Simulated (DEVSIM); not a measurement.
Device: Pd/SiO2/p-Si capacitor, at 500 K.

Layer 1 from the left is SiO2, thickness (nm) 12.0. Layer 2 from the left is Si, thickness (nm) 12000, Na (cm⁻³) 2.2e15.

Metal gate on the left, work function 5.2 eV. Fixed charge at the semiconductor interface 2.7e11 cm⁻² (in units of +e); no interface traps.

This is a model device: material constants are rounded textbook-type values typed into the input, and sizes, dopings and lifetimes were drawn at random. Values at 300 K; Nc and Nv go as T^1.5, mobilities as T to minus their exponent, the gap by Varshni's rule with the affinity fixed.

SiO2: gap (eV) 9, affinity (eV) 0.9, permittivity 3.9. Si: gap (eV) 1.124, affinity (eV) 4.05, permittivity 11.7, Nc (cm⁻³) 2.86e19, Nv (cm⁻³) 3.1e19, Varshni α (eV/K) 0.000473, Varshni β (K) 636.

### Question
Estimate by hand the flat-band voltage, the threshold voltage, and compare with a numerical solution.

### Answer

- Flat-band voltage: C = 0.288 μF/cm², work-function difference 0.529 V; VFB = φms − qNf/C = 0.38 V; numerical 0.38 V.
- Threshold voltage: φF = 0.090 V, depletion charge √(4εqNφF) = 1.15e-8 C/cm²; VT = VFB + 2φF + Qd/C = 0.60 V; numerical 0.60 V.

Simulated with DEVSIM: 1D Poisson equation in equilibrium, Boltzmann statistics, complete ionisation; no quantum confinement or tunnelling. Metal contacts follow the ideal Schottky-Mott rule: no Fermi-level pinning, no interface dipoles.
